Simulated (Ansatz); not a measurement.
An Ansatz (an electronic-structure program) run: Pd with a change (Pd → Cu); Kohn–Sham DFT with the r2SCAN functional, run in Ansatz with PAW and 500 eV plane waves, spin-orbit coupling left out, earlier PAW set.

Input:

Ansatz 0.2 input:
```yaml
crystal:
  lattice:
    - [0, 1.7895111766, 1.7895111766]
    - [1.7895111766, 0, 1.7895111766]
    - [1.7895111766, 1.7895111766, 0]
  atoms:
    - { symbol: Cu, position: [0, 0, 0] }
basis: { ecutwfc: 500, ecutrho_ratio: 4, xc_grid: 4, fft_grid_basis: typed }
kpoints: { mp_grid: { grid: [22, 22, 22] } }
hamiltonian:
  xc: r2scan
  dispersion: none
  pseudopotentials: { azcp: { folder: ./paw }, kind: paw }
scf: { occupations: { method: fermi_dirac, width: 0.05 }, convergence: { dr2_threshold: 0.0000000001 } }
output: { forces: true, stress: true }
checkpoint: { write: state.ck, write_every: 1000 }
```

Output (explanatory and most iteration lines left out):

```
Pseudopotential: Cu, paw, valence charge 19
Crystal: 1 atoms, lattice volume = 11.461 Å³
Basis set: ecut = 500 eV, 283 PW (Γ), exchange–correlation on 80×80×80 points (64 copies of the dense FFT grid, shifted against one another)
Bands: 14, of which v1, the nominal top of the filled ones, is band 10 counted from 1 (9 counted from 0)
Symmetry: 48 space group operations
Space group: Fm-3m (ITA 225), of the structure as read, at distance tolerance 2.3e-5 Å
k-points: 328 of 10648
Functional: x = r2scan, c = r2scan; τ floored in thin density (d = 2e-4 eV/Å³)
SCF iter   1: F=—  HF=-6631.751990 eV  |F-HF|=—  |Δ(HF+E_count)|=         —  Δρ=2.08e-1  dr2=3.00e0  dr2_τ=3.43e-3  ethr=3.10e-3  ⟨swp⟩=5.6  Hψ=23357  notcnv=0
SCF iter   2: F=—  HF=-6632.031395 eV  |F-HF|=—  |Δ(HF+E_count)|=   2.79e-1  Δρ=2.01e-1  dr2=2.27e0  dr2_τ=3.86e-2  ethr=3.10e-3  ⟨swp⟩=2.8  Hψ=12234  notcnv=0  defer=80
SCF 1 converged in 10 iterations: F = -6631.255453 eV  dr2 = 3.28e-12
SCF converged after 10 iterations
Free energy (F): -6631.255453 eV
Internal energy: -6631.253539 eV  (E = F + TS)
E sigma→0 (E₀):  -6631.254496 eV
Entropy (-TS):   -0.001915 eV (-1.915 meV/atom)
Fermi energy:    16.786690 eV
--- Forces (eV/Å), atoms counted from 1 ---
  atom   1  Cu    -0.00000000     0.00000000    -0.00000000
--- Stress (GPa, compression-positive) ---
        0.004356      -0.000000       0.000000
        0.000000       0.004356       0.000000
       -0.000000      -0.000000       0.004356
  P = ⅓ Tr σ = 0.0044 GPa (0.044 kbar)
```

No phonon test of stability was made. The final runs are not spin-polarised. The cell was made from Pd by this change: Pd → Cu.
